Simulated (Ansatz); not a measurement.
What isotropic strain +2.99 % does to Zn

Start from Zn in the hcp (Mg type) structure (space group P6_3/mmc, No. 194; a = 2.618 Å, c = 4.843 Å; relaxed with 0.1 eV smearing).

Modification: the cell is scaled by 1.0299 in all directions; the atoms relax in the strained cell.

The values are results of r2SCAN (Ansatz, a program for electronic structure; PAW; 500 eV plane waves; no spin-orbit coupling), not measurements. k-mesh 25×25×12 (Γ-centred); smearing 0.1 eV (Fermi–Dirac).

```tsv
quantity	base	changed	shift
volume per atom	14.37 Å³	15.70 Å³	+1.33 Å³
energy relative to the base (free energy F)	0 meV/atom	+29 meV/atom	+29 meV/atom
pressure (mean of the normal stresses, compression positive)	0.0 GPa	-6.5 GPa	-6.5 GPa
band gap	zero	zero	–
```

Final structure:

```yaml
crystal:
  lattice:
    - [2.69625, 0.00000, 0.00000]
    - [-1.34813, 2.33502, 0.00000]
    - [0.00000, 0.00000, 4.98817]
  atoms:
    - { symbol: Zn, position: [0.33333, 0.66667, 0.75000] }
    - { symbol: Zn, position: [0.66667, 0.33333, 0.25000] }
```

Stability against distortions was not tested.
